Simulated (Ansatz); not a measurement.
Subject: the energy of one form of C over another. The value is E(A) − E(B), in meV per atom.

A: C (lonsdaleite, P6₃/mmc), 4 atoms in the cell, k-point mesh 18×18×8 on the run's own vectors.
```
C
1.0
    2.51156     0.00000     0.00000
   -1.25578     2.17507     0.00000
    0.00000     0.00000     4.18036
C
4
Direct
  0.33333   0.66667   0.56273
  0.33333   0.66667   0.93727
  0.66667   0.33333   0.06273
  0.66667   0.33333   0.43727
```

B: C (sp3 polytype, P6₃/mmc), 12 atoms in the cell, k-point mesh 18×18×4 on the run's own vectors.
```
C
1.0
    2.52047     0.00000     0.00000
   -1.26024     2.18279     0.00000
    0.00000     0.00000    12.42897
C
12
Direct
  0.00000   0.00000   0.68686
  0.00000   0.00000   0.81314
  0.33333   0.66667   0.85491
  0.33333   0.66667   0.97923
  0.66667   0.33333   0.02077
  0.66667   0.33333   0.14509
  0.00000   0.00000   0.18686
  0.00000   0.00000   0.31314
  0.66667   0.33333   0.35491
  0.66667   0.33333   0.47923
  0.33333   0.66667   0.52077
  0.33333   0.66667   0.64509
```

Plane-wave PAW calculations with Ansatz (a first-principles code), its default PAW set, cutoff 420 eV, 500 eV for r2SCAN. The structures are at rest with PBE; other levels are single points on them. HSE06 runs on coarser k-point meshes, mended by the PBE difference between the two meshes. Neutral cells; Fermi-Dirac smearing of at most 0.05 eV in the solids, energies taken to zero width. The lattices are those relaxed with PBE, so at other levels the solids can be strained, which adds to the spread. A dispersion term (D3(BJ), or D4 for r2SCAN) was computed beside these levels and is taken off wherever the name lacks it. Static lattices, no vibrational contributions. Cells are local rest points, mostly with their start's symmetry.

**Question.** What is the computed value (r2SCAN)?

**Answer.** 21 meV/atom for A less B, so C (sp3 polytype, P6₃/mmc) (B) lies lower.

**Question.** What do the other levels give, and how wide is the spread?

**Answer.** 
```json
[
 {"Method": "PBE", "value (meV/atom)": "19", "less r2SCAN": "-2"},
 {"Method": "HSE06", "value (meV/atom)": "20", "less r2SCAN": "-1"}
]
```

The levels span only 2 meV/atom, too little to tell them apart.
